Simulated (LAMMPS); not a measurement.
LAMMPS input (MD with a machine-learned potential, pair style snap, file Ni_Zuo_JPCA2020.snap):

```
units metal
atom_style atomic
atom_modify map array
boundary p p p
read_data cell.data
replicate 4 4 4
pair_style snap
pair_coeff * * Ni_Zuo_JPCA2020.snapcoeff Ni_Zuo_JPCA2020.snapparam Ni
mass 1 58.6934
neighbor 1.5 bin
neigh_modify every 1 delay 0 check yes one 6000 page 200000
timestep 0.002
compute xu all property/atom xu yu zu
thermo_style custom step temp pe etotal enthalpy press vol lx ly lz
thermo_modify norm no flush no
thermo 1000
fix br all box/relax aniso 0 vmax 0.001
min_style cg
minimize 0 0.0001 3000 15000
unfix br
velocity all create 864 12815899 dist gaussian mom yes
fix md0 all npt temp 864 2764.8 0.1 iso 30000 30000 1.0 drag 2.0
run 1500
unfix md0
fix md0 all npt temp 2764.8 2764.8 0.1 iso 30000 30000 1.0 drag 2.0
run 1000
unfix md0
fix md0 all npt temp 2764.8 2764.8 0.1 iso 30000 30000 1.0
run 3000
unfix md0
fix md0 all nvt temp 2764.8 1730 0.1
run 2000
unfix md0
fix md0 all npt temp 1730 1730 0.1 iso 0 0 1.0 drag 1.0
run 2500
unfix md0
fix md0 all npt temp 1730 1730 0.1 iso 0 0 1.0
run 7500
unfix md0
change_box all x final 0 14.51612 y final 0 14.51612 z final 0 14.51612 remap units box
fix md0 all nvt temp 1730 1730 0.1
run 1500
unfix md0
fix vis all ave/time 2 1 2 c_thermo_press[*] file press.txt
fix md0 all nvt temp 1730 1730 1.0
run 15000
unfix md0
unfix vis
fix md0 all nve
run 4000
unfix md0
```

cell.data:

```
Ni4

4 atoms
1 atom types

0 3.520000 xlo xhi
0 3.520000 ylo yhi
0 3.520000 zlo zhi

Masses

1 58.6934 # Ni

Atoms # atomic

1 1 0.000000 0.000000 0.000000
2 1 0.000000 1.760000 1.760000
3 1 1.760000 0.000000 1.760000
4 1 1.760000 1.760000 0.000000
```

Problem. Give the state found, the enthalpy per atom, the first peak of g(r), the coordination number as this potential yields it.

Solution. state found: liquid; enthalpy per atom: -5.127 ± 0.003 eV; first peak of g(r): 2.40 Å, height 3.0; coordination number: 12.9 (counted to 3.34 Å).
